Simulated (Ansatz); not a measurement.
A periodic model of amorphous Cu10Ni10Pd10Pt10P10:

```xyz
50
Lattice="8.8690 0.0000 0.0000 0.0000 8.8690 0.0000 0.0000 0.0000 8.8690" Properties=species:S:1:pos:R:3 pbc="T T T"
Cu     7.2886     1.6211     3.3769
Cu     4.4684     7.4605     2.4278
Cu     3.1146     5.0506     5.5922
Cu     7.2401     0.7425     0.7388
Cu     5.0810     5.1042     2.0132
Cu     5.5060     4.5948     6.7921
Cu     8.2926     2.5428     8.0079
Cu     2.9401     0.1758     7.3370
Cu     4.7678     7.2216     6.7410
Cu     3.1047     3.6300     1.4236
Ni     0.6069     4.8040     4.9801
Ni     3.5588     2.9141     6.9461
Ni     1.8681     2.2191     8.6136
Ni     8.2333     7.2311     4.9579
Ni     1.1194     6.3460     7.0193
Ni     6.9469     7.0831     1.2492
Ni     3.3391     1.1993     5.0173
Ni     0.1962     6.6313     2.5052
Ni     5.8201     2.3659     7.9582
Ni     0.9946     4.7252     0.3340
Pd     5.5896     2.5616     1.7015
Pd     2.3553     7.3950     0.7783
Pd     7.3777     4.3551     3.1545
Pd     5.5415     8.8027     4.3164
Pd     7.2848     6.5507     7.3798
Pd     4.9609     8.5427     0.1350
Pd     2.7083     5.6652     3.0673
Pd     7.0977     4.4766     0.3454
Pd     6.8449     0.2851     6.7120
Pd     0.0547     2.5288     1.6123
Pt     3.0261     7.5856     4.9585
Pt     5.3716     6.0220     4.4535
Pt     1.9803     2.9222     3.6965
Pt     0.7440     0.2514     3.5682
Pt     3.4060     0.9573     2.3340
Pt     0.3455     8.7554     8.1036
Pt     0.9809     1.8926     6.0082
Pt     7.2880     2.9070     5.6391
Pt     3.4058     5.2723     8.2390
Pt     4.6658     3.3690     4.2179
P      1.3501     0.5771     1.3184
P      3.9980     1.8070     0.0970
P      7.4448     8.1836     3.0709
P      1.0728     8.3639     5.8376
P      5.3808     6.1553     8.8458
P      0.7604     4.5184     2.6367
P      0.0452     6.6678     0.2619
P      1.5103     4.0414     7.0492
P      7.3400     5.2378     5.4025
P      5.2284     1.8064     5.8770
```

All values below come from PBE, scalar-relativistic without spin-orbit coupling (plane waves to 420 eV, PAW; Ansatz, a program for electronic structure).

The cell was made by melting and quenching with the CHGNet potential and then relaxed with DFT. The hot cell started wider than the set density and was brought back towards it in steps. It is the lowest in DFT energy of 3 quenches. It is a model cell: composition and starting density were chosen by hand, and all elements were melted together. No dispersion term was used. Its density started from a set value of 11.41 and ended at 10.82 g/cm³. The simulated quench (nominally 140 K/ps over its main leg) is rapid and tends to freeze in more defects than a deposited or slowly cooled glass has. Values belong to this one cell and scatter from quench to quench. The volume was free in the relaxation, at fixed shape. Stress components on the final sampling reach 0.6 GPa. On a 2×2×2 Γ-centred mesh force components of up to 0.20 eV/Å stay, since the relaxation ran on one k-point at (1/4, 1/4, 1/4).

Bonds are counted up to Cu-Cu 3.14 Å, Cu-Ni 3.08 Å, Cu-Pd 3.36 Å, Cu-Pt 3.32 Å, Cu-P 2.86 Å, Ni-Ni 2.92 Å, Ni-Pd 3.22 Å, Ni-Pt 3.22 Å, Ni-P 2.62 Å, Pd-Pd 3.16 Å, Pd-Pt 3.32 Å, Pd-P 2.68 Å, Pt-Pt 3.20 Å, Pt-P 2.72 Å, P-P 2.57 Å.

Task: Give the coordination numbers, mean bond lengths and angles.

Result: 
```
Item                                                                Result
-----------------------  -------------------------------------------------
Mean coordination of Cu  10.80 (2 with 9, 1 with 10, 4 with 11, 3 with 12)
Mean coordination of Ni  10.80 (1 with 9, 2 with 10, 5 with 11, 2 with 12)
Mean coordination of Pd            11.30 (1 with 10, 5 with 11, 4 with 12)
Mean coordination of Pt            11.70 (5 with 11, 4 with 12, 1 with 14)
Mean coordination of P       7.40 (1 with 6, 5 with 7, 3 with 8, 1 with 9)
Mean Cu-Pt bond                       2.766 Å (spread 0.187 Å, 32 counted)
Mean Cu-Pd bond                       2.709 Å (spread 0.162 Å, 31 counted)
Mean Ni-P bond                        2.275 Å (spread 0.076 Å, 27 counted)
Mean Pt-Pt bond                       2.888 Å (spread 0.118 Å, 12 counted)
Bond angle at Cu                                  mean 97.0°, spread 33.5°
Bond angle at Ni                                  mean 97.1°, spread 33.4°
Bond angle at Pd                                  mean 96.5°, spread 33.8°
Bond angle at Pt                                  mean 96.4°, spread 34.1°
Bond angle at P                                  mean 100.3°, spread 30.5°
```
